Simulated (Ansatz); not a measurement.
# Report: zincblende BeS (F-43m), uniaxial stress along [001]

Cell and atoms are relaxed with r2SCAN to each stress (compression positive); bands and masses by r2SCAN with spin-orbit coupling, rigid bands (plane waves, PAW; Ansatz, a program for electronic structure). Strains are changes of length against the unloaded cell.

```yaml
crystal:
  lattice:
    - [0.00000, 2.43429, 2.43429]
    - [2.43429, 0.00000, 2.43429]
    - [2.43429, 2.43429, 0.00000]
  atoms:
    - { symbol: Be, position: [0.00000, 0.00000, 0.00000] }
    - { symbol: S, position: [0.75000, 0.75000, 0.75000] }
```

```csv
stress (GPa),strain [001] (%),strain [100] (%),gap (eV),mₑ* [001],mₑ* [100],mₕ* [001],mₕ* [100]
-2.00,1.53,-0.41,3.489,0.30,0.43,0.77,0.71
-1.00,0.77,-0.21,3.523,0.30,0.43,0.82,0.76
0,0,0,3.559,0.37,0.37,0.79,0.79
1.00,-0.78,0.22,3.475,0.69,0.30,0.76,0.79
2.00,-1.58,0.46,3.383,0.77,0.30,0.70,0.74
```

[001] is the direction of the load; [010] strains as [100]. Masses are conductivity masses at 300 K in electron masses.

From the two loads next to zero, find the Young modulus and the ratio of transverse to axial strain.

Between -1.00 and 1.00 GPa the strain along [001] changes by -1.55 % and that along [100] by 0.43 %. The modulus is 2.00/0.0155 = 129 GPa and the ratio of the strains 0.28 (r2SCAN, atoms relaxed). Along [001] C₁₁ = E(1 − ν)/((1 + ν)(1 − 2ν)) and C₁₂ = C₁₁ν/(1 − ν), which gives C₁₁ ≈ 164 GPa and C₁₂ ≈ 63 GPa.

How fast does the gap move on either side of zero load?

Under tension, (3.489 − 3.559) eV over -2.00 GPa = 35 meV/GPa, or about -4.6 eV per unit strain; under compression, (3.475 − 3.559) eV over 1.00 GPa = -84 meV/GPa, or about 11 eV per unit strain. The two slopes part by 119 meV/GPa; gaps are resolved to about 0.01 eV, which allows 15 meV/GPa, so they differ, even in sign: the gap has a turning point near zero load.

Take the carrier density and the relaxation time as fixed, so that ρ ∝ m*. What gauge factor (Δρ/ρ)/ε follows for current along [001] at the loads next to zero?

electrons at -1.00 GPa: (0.30/0.37 − 1)/0.0077 ≈ -25; electrons at 1.00 GPa: (0.69/0.37 − 1)/-0.0078 ≈ -110. These are means over a finite load; the small-strain gauge factor differs, most where the load has already emptied the upper valleys or bands. Carriers and loads whose mass moves by under 12 % aren't resolved and aren't listed. The change of shape, which adds a term of order 1 to 2, and that of the scattering between valleys or bands are left out.

Masses are those of dilute carriers in rigid bands with one relaxation time, without polarons. Third decimals of gaps are kept for the arithmetic. Every relaxation keeps the zincblende phase (space group I-4m2 under this load), so a transition, a distortion that breaks the symmetry or fracture can't show.
